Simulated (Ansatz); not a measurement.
Si (diamond structure), cut as [100] wire, round, centred on atom, 0.65 nm across, F-ended; geometry relaxed with PBE. The relaxation kept the symmetry of its start, so a lower minimum of less symmetry isn't excluded. The period along the axis is held at the bulk value. With PBE (Ansatz, a quantum-chemistry and plane-wave program) the gap on the k-mesh of the run is 1.65 eV. k-points: Γ-centred 1×1×5 mesh; occupations: Fermi-Dirac, 0.020 eV; spin polarisation not allowed. No spin-orbit coupling.

Task: What gap does Ansatz with HSE06 give on the same geometry and mesh?

Result: 2.64 eV, wider by 1.00 eV.
